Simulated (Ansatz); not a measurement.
CsCl-type PdIn was calculated with PBE-D3(BJ) (Ansatz, an electronic-structure program, PAW).

Numerical settings: plane-wave cutoff 520 eV, 18×18×18 k mesh, Fermi–Dirac smearing 0.05 eV, scalar-relativistic PAW data made under PBE.

Computed points:

| V (Å³/atom) | E − E_lowest (meV/atom) | P (GPa) |
|---|---|---|
| 16.277 | 28.81 | 9.55 |
| 16.624 | 12.16 | 5.93 |
| 16.970 | 2.87 | 2.75 |
| 17.316 | 0.00 | -0.03 |
| 17.663 | 2.72 | -2.43 |
| 18.009 | 10.30 | -4.52 |
| 18.355 | 22.07 | -6.33 |

Task: What bulk modulus B0 and pressure derivative B′ does a third-order Birch–Murnaghan fit give?

Result: V0 = 17.313 Å³/atom, B0 = 129 GPa, B′ = 6.0 (fit to the energies at full precision).

Spin–orbit coupling is not included.
